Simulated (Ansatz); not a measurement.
The parent structure is TiS2 in the CdI2 type structure (space group P-3m1, No. 164; a = 3.298 Å, c = 5.340 Å; layered, stacked along the Cartesian z axis).

Level of theory: Kohn–Sham DFT with the PBEsol-D3(BJ) functional, run in Ansatz (a program for electronic structure) with PAW and 420 eV plane waves, no SOC, earlier PAW set.

For the base:

```
Quantity              Result
-------------------  -------
Lattice parameter a  3.298 Å
c/a ratio              1.619
```

It is then changed as follows: full substitution S → Te; the structure is relaxed again.

Problem. How does this affect the lattice parameter a and c/a ratio?

Solution. The lattice parameter a grows by 0.320 Å to 3.618 Å; the c/a ratio goes up by 0.102 (1.619 → 1.721).

No phonon test of stability was made. All final runs are without spin polarisation.
